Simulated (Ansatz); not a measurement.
We consider BBi (model structure, started from the wurtzite type, P6₃mc, No. 186, 4 atoms in the cell), described by PBEsol+SOC (Ansatz, an electronic-structure program, plane waves, PAW).

Settings: plane-wave cutoff 520 eV, 18×18×10 k mesh (along the axes of the cell as run), Fermi–Dirac smearing 0.05 eV, PAW data made under PBE.

Cell (relaxed with PBEsol):

```cif
data_B2Bi2
_chemical_formula_sum 'B2 Bi2'
_space_group_name_H-M_alt 'P 1'
_space_group_IT_number 1
_cell_length_a 3.84115
_cell_length_b 3.84115
_cell_length_c 6.33130
_cell_angle_alpha 90.000
_cell_angle_beta 90.000
_cell_angle_gamma 120.000
loop_
_space_group_symop_operation_xyz
  'x, y, z'
loop_
_atom_site_label
_atom_site_type_symbol
_atom_site_fract_x
_atom_site_fract_y
_atom_site_fract_z
_atom_site_occupancy
B1 B 0.66667 0.33333 0.99992 1
B2 B 0.33333 0.66667 0.49992 1
Bi1 Bi 0.66667 0.33333 0.62528 1
Bi2 Bi 0.33333 0.66667 0.12528 1
```

Problem. Predict the band gap, smallest direct gap on the k points sampled and direct gap at Γ.

Solution. 
band gap: 0.03 eV (under three smearing widths, so not firm)
smallest direct gap on the k points sampled: 0.04 eV (under three smearing widths, so not firm)
direct gap at Γ: 0.05 eV (under three smearing widths, so not firm)

Note: the relaxation could raise the start's symmetry but not lower it, so the cell can be a saddle point.

The computed numbers hold no vibrational or temperature effects.

A model structure was made by putting elements into a prototype or built by hand; it is no filed structure, need not be a known phase, and can be a saddle point held by its symmetry.
